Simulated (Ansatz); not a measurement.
Start from InAs in the zinc blende structure (space group F-43m, No. 216; a = 6.186 Å).

Perturbation: cell and atoms relaxed at a pressure of 45 GPa.

Levels (all Ansatz, a program for electronic structure, PAW): PBE (420 eV, scalar-relativistic without spin-orbit coupling); PBE+SOC (420 eV, with spin-orbit coupling).

The geometry is relaxed with PBE.

| Quantity | Result |
|---|---|
| PBE electron mass | 1.4 mₑ along k, 0.22 mₑ across (at X) |
| PBE pressure | 45.00 GPa |
| PBE band gap | 0.87 eV |

**Question.** How does going to PBE+SOC change the electron mass, pressure and band gap?

**Answer.** The electron mass becomes 1.5 mₑ along k, 0.22 mₑ across (at X) (PBE: 1.4 mₑ along k, 0.22 mₑ across (at X)); the pressure falls by 0.13 GPa (45.00 GPa → 44.87 GPa); the band gap drops by 0.12 eV, from 0.87 eV to 0.75 eV. The threefold valence maximum splits by Δso ≈ 0.39 eV.

Single points use the geometry relaxed with PBE. Differences between runs with and without spin-orbit coupling are approximate. Load acts through the strain it causes; cell and atoms are relaxed under it. Effective masses come from finite differences of ±0.01 Å⁻¹. Along k means along the line from Γ to the band edge. Whether these cells are dynamically stable was not tested. The runs without spin-orbit coupling are not spin-polarised. Measured, InAs leaves this structure (for rock salt) near 7 GPa (temperature not stated; as listed in Datta, Sujoy, Jana, Debnarayan, arXiv (2020)). A zero or small gap of InAs can be the functional's error rather than a property of the material.
